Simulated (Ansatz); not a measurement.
AlAs (F-43m) under hydrostatic pressure: hole conductivity mass by PBEsol with spin-orbit coupling, rigid bands (plane waves, PAW; Ansatz, a first-principles code). The unloaded cell, whose axes the loads refer to:

```yaml
crystal:
  lattice:
    - [0.00000, 2.83740, 2.83740]
    - [2.83740, 0.00000, 2.83740]
    - [2.83740, 2.83740, 0.00000]
  atoms:
    - { symbol: Al, position: [0.00000, 0.00000, 0.00000] }
    - { symbol: As, position: [0.75000, 0.75000, 0.75000] }
```

| hydrostatic pressure (GPa) | volume per atom (Å³) | hole conductivity mass (mₑ) |
|---|---|---|
| -2 | 23.52 | 0.600 |
| 0 | 22.84 | ? |
| 2 | 22.25 | 0.583 |
| 5 | 21.49 | 0.574 |
| 10 | 20.47 | 0.562 |

Problem. Fit a straight line to ln(hole conductivity mass) against the load over the rows given, and predict the row at 0 GPa.

Solution. The means are x̄ = 3.750 GPa and ȳ = -0.5454; Σ(x − x̄)(y − ȳ) = -0.4140 and Σ(x − x̄)² = 76.75, so the slope is -0.539 % per GPa, and the rows given lie within 0.36 % of the line. At 0 GPa the line gives 0.591 mₑ; the calculation gives 0.591 mₑ, 0.072 % from it.

Masses are for dilute carriers at 300 K, harmonic means over directions unless an axis is named. Stresses and pressures are the targets of the relaxation. The structure type is held at every load. Geometry: cell and atoms relaxed with PBEsol.
